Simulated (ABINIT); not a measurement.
A self-consistent single point of SiO2 (P4_2/mnm, 6 atoms in the cell) with ABINIT.

Computed with PBE, norm-conserving pseudopotentials (PseudoDojo nc-sr-05 PBE standard) (plane waves; ABINIT).

The change in words: lattice scaled by 0.98. Reference geometry:
```
SiO2
1.0
    4.22222     0.00000     0.00000
    0.00000     4.22222     0.00000
    0.00000     0.00000     2.69697
Si O
2 4
Cartesian
  0.00000   0.00000   0.00000
  2.11111   2.11111   1.34848
  1.29200   1.29200   0.00000
  3.40311   0.81911   1.34848
  0.81911   3.40311   1.34848
  2.93022   2.93022   0.00000
```

Reference input (self-consistent single point, DFT, PBE, plane waves, norm-conserving pseudopotentials (PseudoDojo nc-sr-05 PBE standard)): pseudos = [Si.upf, O.upf]; ecut = 42 Ha; occopt = 3; tsmear = 0.00183747 Ha; ngkpt = 5 5 8; nshiftk = 1; shiftk = 0 0 0; potentials = PseudoDojo nc-sr-05 PBE standard; nband = 22; kptopt = 1; nstep = 100; toldfe = 1e-09 Ha. This run's input differs from it in these lines:

```diff
@@ -5,5 +5,5 @@
 rprim
-         7.9788356585    0.0000000000    0.0000000000
-         0.0000000000    7.9788356585    0.0000000000
-         0.0000000000    0.0000000000    5.0965289972
+         7.8192596256    0.0000000000    0.0000000000
+         0.0000000000    7.8192596256    0.0000000000
+         0.0000000000    0.0000000000    4.9945990597
 natom 6
@@ -14,7 +14,7 @@
          0.0000000000    0.0000000000    0.0000000000
-         2.1111090000    2.1111090000    1.3484835000
-         1.2919987080    1.2919987080    0.0000000000
-         3.4031077080    0.8191102920    1.3484835000
-         0.8191102920    3.4031077080    1.3484835000
-         2.9302192920    2.9302192920    0.0000000000
+         2.0688870000    2.0688870000    1.3215140000
+         1.2661588440    1.2661588440    0.0000000000
+         3.3350458440    0.8027281560    1.3215140000
+         0.8027281560    3.3350458440    1.3215140000
+         2.8716151560    2.8716151560    0.0000000000
       Angstrom
```

The program printed (abridged):

```
--- !BeginCycle
solver: {iscf: 7, nstep: 100, nline: 4, wfoptalg: 0, }
tolerances: {toldfe: 1.00E-09, }
...

     iter   Etot(hartree)      deltaE(h)  residm     vres2
 ETOT  1  -74.557219007879    -7.456E+01 8.124E-02 6.123E+02
 ETOT  2  -74.676708198677    -1.195E-01 6.367E-02 4.449E+02
 ETOT  3  -74.861168181497    -1.845E-01 9.786E-03 7.857E-01
 ETOT  4  -74.861780150327    -6.120E-04 1.025E-02 9.367E-03
 ETOT  5  -74.861781650507    -1.500E-06 5.674E-03 3.923E-04
 ETOT  6  -74.861781696790    -4.628E-08 2.107E-03 1.294E-05
 ETOT  7  -74.861781698823    -2.033E-09 1.525E-03 4.583E-07
 ETOT  8  -74.861781698892    -6.942E-11 1.395E-03 3.991E-09
 ETOT  9  -74.861781698893    -9.237E-13 1.234E-03 1.061E-10
 At SCF step    9, etot is converged :
  for the second time, diff in etot=  9.237E-13 < toldfe=  1.000E-09

 Cartesian components of stress tensor (hartree/bohr^3)
  sigma(1 1)= -6.42002132E-04  sigma(3 2)=  0.00000000E+00
  sigma(2 2)= -6.42002132E-04  sigma(3 1)=  0.00000000E+00
  sigma(3 3)= -7.45907134E-04  sigma(2 1)=  0.00000000E+00

 ----iterations are completed or convergence reached----

 reduced coordinates (array xred) for    6 atoms
       0.000000001093      0.000000001093      0.000000001094
       0.500000001093      0.500000001093      0.500000001094
       0.306000001337      0.306000001337      0.000000001094
       0.806000001337      0.194000000848      0.500000001094
       0.194000000848      0.806000001337      0.500000001094
       0.694000000848      0.694000000848      0.000000001094
   [... lines left out ...]
 Fermi (or HOMO) energy (hartree) =   0.37506   Average Vxc (hartree)=  -0.45397
   [... lines left out ...]
total_energy        : -7.48617816988933E+01
total_energy_eV     : -2.03709267825211E+03
band_energy         : -1.69790148544364E+00
...

-Cartesian components of stress tensor (GPa)         [Pressure=  1.9907E+01 GPa]
- sigma(1 1)= -1.88883517E+01  sigma(3 2)=  0.00000000E+00
- sigma(2 2)= -1.88883517E+01  sigma(3 1)=  0.00000000E+00
- sigma(3 3)= -2.19453418E+01  sigma(2 1)=  0.00000000E+00

 Calculation completed.
```

The run converged in 9 iterations. Against the reference run the free energy goes up by 27.1 meV/atom, the pressure goes from -0.57 to 19.91 GPa, the largest force goes from 0.126 to 0.279 eV/Å and the gap on the mesh goes from 5.097 to 6.188 eV.

The starting cell has typed, rounded lattice constants, without a prior relaxation at this level. Its lattice was rescaled by a random factor within 2.5 % of one. For this run, on top of that: lattice scaled by 0.98. With a pressure of about 20 GPa the cell is away from its equilibrium volume at this level.

Cost on one core of a shared machine: roughly 2 min.
